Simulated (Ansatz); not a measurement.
Electronic density of states of amorphous Si24O49H2, density 2.23 g/cm³, on a 2×2×2 Γ-centred mesh with a Gaussian width of 0.1 eV; energies count from the Fermi level, whose place inside the gap is arbitrary. Cell and mesh are small, so fine structure isn't converged. The numbers are results of PBE, scalar-relativistic without spin-orbit coupling (plane waves to 420 eV, PAW; Ansatz, a quantum-chemistry and plane-wave program), not measurements. Sampling: a 2×2×2 Γ-centred mesh; Fermi-Dirac width 0.02 eV; no spin polarisation. At PBE the levels at the filled edge of the gap are localised (band-tail or defect states), and the nearest spread-out levels lie 5.5 eV apart at the zone centre.

The cell was made by melting and quenching with the CHGNet potential and then relaxed with DFT. O atoms were pushed apart under 1.9 Å during the dynamics, to hinder bonds among them. The hot cell started wider than the set density and was brought back towards it in steps. It is the lowest in DFT energy of 2 quenches. It is a model cell: composition and starting density were chosen by hand, and all elements were melted together. No dispersion term was used. Its density started from a set value of 2.23 and ended at 2.23 g/cm³. Cooling (nominally 200 K/ps over its main leg) ran many orders faster than in experiment, which tends to leave more defects and strain. Values belong to this one cell and scatter from quench to quench. The volume was held where the preparation left it, at a PBE pressure of 1.4 GPa. Stress components on the final sampling reach 4.5 GPa.

(E - EF (eV), states/(eV atom)): (-12.00, 0.00); (-11.90, 0.00); (-11.80, 0.01); (-11.70, 0.04); (-11.60, 0.11); (-11.50, 0.13); (-11.40, 0.17); (-11.30, 0.18); (-11.20, 0.16); (-11.10, 0.17); (-11.00, 0.16); (-10.90, 0.13); (-10.80, 0.17); (-10.70, 0.22); (-10.60, 0.18); (-10.50, 0.16); (-10.40, 0.20); (-10.30, 0.23); (-10.20, 0.24); (-10.10, 0.21); (-10.00, 0.23); (-9.90, 0.19); (-9.80, 0.15); (-9.70, 0.16); (-9.60, 0.17); (-9.50, 0.22); (-9.40, 0.22); (-9.30, 0.20); (-9.20, 0.21); (-9.10, 0.22); (-9.00, 0.18); (-8.90, 0.17); (-8.80, 0.19); (-8.70, 0.22); (-8.60, 0.25); (-8.50, 0.26); (-8.40, 0.33); (-8.30, 0.38); (-8.20, 0.43); (-8.10, 0.53); (-8.00, 0.57); (-7.90, 0.60); (-7.80, 0.62); (-7.70, 0.56); (-7.60, 0.45); (-7.50, 0.37); (-7.40, 0.38); (-7.30, 0.38); (-7.20, 0.40); (-7.10, 0.33); (-7.00, 0.20); (-6.90, 0.24); (-6.80, 0.25); (-6.70, 0.22); (-6.60, 0.25); (-6.50, 0.27); (-6.40, 0.23); (-6.30, 0.33); (-6.20, 0.37); (-6.10, 0.36); (-6.00, 0.35); (-5.90, 0.31); (-5.80, 0.36); (-5.70, 0.46); (-5.60, 0.54); (-5.50, 0.59); (-5.40, 0.68); (-5.30, 0.69); (-5.20, 0.68); (-5.10, 0.70); (-5.00, 0.67); (-4.90, 0.70); (-4.80, 0.77); (-4.70, 0.81); (-4.60, 0.80); (-4.50, 0.77); (-4.40, 0.81); (-4.30, 0.86); (-4.20, 0.90); (-4.10, 0.85); (-4.00, 0.86); (-3.90, 0.87); (-3.80, 0.85); (-3.70, 0.85); (-3.60, 0.91); (-3.50, 0.91); (-3.40, 0.81); (-3.30, 0.74); (-3.20, 0.76); (-3.10, 0.79); (-3.00, 0.76); (-2.90, 0.63); (-2.80, 0.47); (-2.70, 0.29); (-2.60, 0.18); (-2.50, 0.07); (-2.40, 0.01); (-2.30, 0.00); (-2.20, 0.00); (-2.10, 0.00); (-2.00, 0.00); (-1.90, 0.00); (-1.80, 0.00); (-1.70, 0.00); (-1.60, 0.00); (-1.50, 0.00); (-1.40, 0.00); (-1.30, 0.00); (-1.20, 0.00); (-1.10, 0.00); (-1.00, 0.00); (-0.90, 0.00); (-0.80, 0.00); (-0.70, 0.00); (-0.60, 0.00); (-0.50, 0.00); (-0.40, 0.00); (-0.30, 0.00); (-0.20, 0.00); (-0.10, 0.00); (0.00, 0.00); (0.10, 0.00); (0.20, 0.00); (0.30, 0.00); (0.40, 0.00); (0.50, 0.00); (0.60, 0.00); (0.70, 0.00); (0.80, 0.00); (0.90, 0.00); (1.00, 0.00); (1.10, 0.00); (1.20, 0.00); (1.30, 0.00); (1.40, 0.00); (1.50, 0.00); (1.60, 0.00); (1.70, 0.00); (1.80, 0.00); (1.90, 0.00); (2.00, 0.00); (2.10, 0.00); (2.20, 0.00); (2.30, 0.00); (2.40, 0.00); (2.50, 0.01); (2.60, 0.01); (2.70, 0.00); (2.80, 0.00); (2.90, 0.02); (3.00, 0.04); (3.10, 0.05); (3.20, 0.06); (3.30, 0.08); (3.40, 0.05); (3.50, 0.04); (3.60, 0.07); (3.70, 0.10); (3.80, 0.10); (3.90, 0.06); (4.00, 0.06); (4.10, 0.10); (4.20, 0.11); (4.30, 0.11); (4.40, 0.12); (4.50, 0.15); (4.60, 0.16); (4.70, 0.14); (4.80, 0.17); (4.90, 0.23); (5.00, 0.24); (5.10, 0.23); (5.20, 0.22); (5.30, 0.21); (5.40, 0.26); (5.50, 0.27); (5.60, 0.27); (5.70, 0.34); (5.80, 0.35); (5.90, 0.38); (6.00, 0.46); (6.10, 0.48); (6.20, 0.50); (6.30, 0.55); (6.40, 0.60)

The level gap on this mesh is 5.12 eV; the broadening fills part of it in the curve.
